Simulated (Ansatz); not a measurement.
Results of PBEsol+SOC (plane waves, PAW; Ansatz, a first-principles code) for BGeCN (model structure, started from the AlSiCN type, P3m1, No. 156, 4 atoms in the cell).

Run with plane-wave cutoff 520 eV, 12×12×8 k mesh (along the axes of the cell as run), Fermi–Dirac smearing 0.01 eV, PAW data made under PBE.

Cell (relaxed with PBE-D3(BJ)):

```
CELL_PARAMETERS angstrom
      2.95645     0.00000     0.00000
     -1.47822     2.56036     0.00000
      0.00000     0.00000     4.79446
ATOMIC_POSITIONS crystal
  B  0.33333 0.66667 0.48819
  Ge 0.66667 0.33333 0.00296
  C  0.33333 0.66667 0.15730
  N  0.66667 0.33333 0.60155
```

Question: Predict the band gap and smallest direct gap on the k points sampled.

Answer: 
* **band gap**: 1.99 eV (indirect)
* **smallest direct gap on the k points sampled**: 2.30 eV

Note: the relaxation could raise the start's symmetry but not lower it, so the cell can be a saddle point; cell and atoms aren't relaxed at this level (largest force component 0.14 eV/Å, pressure -1.3 GPa).

Computed values are for the static lattice.

A model structure was made by putting elements into a prototype or built by hand; it is no filed structure, need not be a known phase, and can be a saddle point held by its symmetry.
